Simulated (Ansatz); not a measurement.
Cell and atoms of amorphous Ni₂₂Pt₂Si₂₄:

```xyz
48
Lattice="8.5104 0.0000 0.0000 0.0000 8.5104 0.0000 0.0000 0.0000 8.5104" Properties=species:S:1:pos:R:3 pbc="T T T"
Ni     3.0414     0.9575     3.0248
Ni     1.2297     4.8719     6.4487
Ni     4.5281     1.9345     6.8114
Ni     6.9278     5.4326     3.5341
Ni     6.9992     2.1745     7.4703
Ni     2.1017     7.1145     8.4551
Ni     3.8615     4.3698     6.2924
Ni     0.3306     2.5110     5.6167
Ni     4.1902     6.9650     3.3453
Ni     7.0420     4.3575     0.7560
Ni     1.6313     7.0995     2.5116
Ni     6.3740     7.6415     4.5293
Ni     0.3956     6.7059     4.8023
Ni     8.3795     7.7890     0.7616
Ni     8.1097     1.8067     1.3636
Ni     2.6499     4.2915     0.0776
Ni     0.8653     0.9458     7.5742
Ni     7.1581     1.4280     3.6927
Ni     4.0887     1.1350     0.7409
Ni     1.8775     4.4182     2.6323
Ni     6.4643     3.5441     5.2303
Ni     4.1345     0.0145     5.2207
Pt     6.3243     6.6190     8.0026
Pt     4.3962     4.2901     3.6616
Si     8.1823     0.3586     5.5502
Si     6.5343     3.3428     2.7165
Si     3.9792     6.1094     7.6673
Si     2.5698     5.6499     4.6384
Si     7.4878     4.5260     6.9680
Si     3.5078     2.9734     1.8928
Si     3.0817     0.2241     7.2284
Si     3.3417     5.8721     1.6062
Si     5.9816     0.1180     6.5770
Si     4.8265     2.0962     4.5234
Si     6.3490     0.4803     0.4840
Si     5.0506     3.3622     8.4694
Si     2.0611     8.1732     4.5710
Si     5.6607     5.7387     5.5704
Si     7.9715     7.8400     2.9598
Si     0.9954     2.1987     3.2762
Si     0.2021     6.9085     7.1121
Si     5.9031     6.4668     1.8329
Si     0.2669     4.3545     4.3065
Si     5.2661     0.3984     2.7224
Si     0.5392     3.2433     8.4065
Si     1.7005     0.6313     1.2446
Si     2.3073     2.6848     6.7172
Si     0.5174     5.5375     1.1565
```

Computed with PBE, scalar-relativistic without spin-orbit coupling (plane waves to 420 eV, PAW; Ansatz, an electronic-structure program).

It comes from a melt-quench run on a machine-learned potential (CHGNet), relaxed afterwards by DFT. The hot cell started wider than the set density and was brought back towards it in steps. It is the lowest in DFT energy of 2 quenches. It is a model cell: composition and starting density were chosen by hand, and all elements were melted together. No dispersion term was used. Its density started from a set value of 6.25 and ended at 6.35 g/cm³. The quench (nominally 260 K/ps over its main leg) was far faster than any real one, so the model tends to hold more defects than a real film. Values belong to this one cell and scatter from quench to quench. The volume was free in the relaxation, at fixed shape. Stress components on the final sampling reach 1.2 GPa. On a 2×2×2 Γ-centred mesh force components of up to 0.30 eV/Å stay, since the relaxation ran on one k-point at (1/4, 1/4, 1/4).

Cut-offs for bonds: Ni-Ni 3.04 Å, Ni-Pt 2.86 Å, Ni-Si 2.82 Å, Pt-Pt 3.26 Å, Pt-Si 2.96 Å, Si-Si 2.74 Å.

Q: Give the coordination numbers, mean bond lengths and angles.

A: 
The mean coordination of Ni comes out as 10.14 (1 with 8, 2 with 9, 14 with 10, 3 with 11, 2 with 12), the mean coordination of Pt is 10.00 (1 with 9, 1 with 11) and the mean coordination of Si is 7.46 (4 with 6, 9 with 7, 7 with 8, 4 with 9). The mean Ni-Si bond is 2.395 Å (spread 0.128 Å, 122 counted). The mean Ni-Ni bond is 2.662 Å (spread 0.125 Å, 47 counted) and the mean Si-Si bond is 2.585 Å (spread 0.086 Å, 22 counted). The mean Pt-Si bond comes out as 2.538 Å (spread 0.128 Å, 13 counted) and the bond angle at Ni is mean 97.1°, spread 33.5°. The bond angle at Pt is mean 97.4°, spread 34.2° and the bond angle at Si is mean 98.8°, spread 31.9°.
